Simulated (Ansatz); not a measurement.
## GaAs: isotropic strain +1.00 %

Consider GaAs in the zinc blende structure (space group F-43m, No. 216; a = 5.659 Å).

Now apply this change: an isotropic linear strain of +1.00 %; the atoms relax in the strained cell.

Method: PBEsol, PAW, 420 eV (Ansatz, a quantum-chemistry and plane-wave program; spin-orbit coupling left out). Settings: 10×10×10 k-points, 0.05 eV Fermi–Dirac smearing.

* **Space group**: F-43m (No. 216) (base F-43m (No. 216))
* **Shortest interatomic distance**: 2.475 Å (base 2.450 Å)
* **Energy relative to the base (free energy F)**: +4.2 meV/atom
* **Band gap**: 0.20 eV (base 0.42 eV)
* **Gap character**: direct at Γ (base direct at Γ)
* **Mean gap deformation potential ΔEg/Δln V**: -7.3 eV
* **Width of the top valence band**: 3.23 eV (base 3.36 eV)
* **Valley order (the lowest conduction-band minima on the path, energy above the VBM, named in the base's zone)**: Γ 0.20 eV; L along ⟨111⟩ 0.84 eV; a point along ⟨100⟩, about 1.0 Å⁻¹ from Γ 1.37 eV (base Γ 0.42 eV; L along ⟨111⟩ 0.92 eV; a point along ⟨100⟩, about 1.0 Å⁻¹ from Γ 1.32 eV)

Whether these cells are dynamically stable was not tested. The zero or small gap of GaAs under isotropic strain +1.00 % can change with the level of theory.
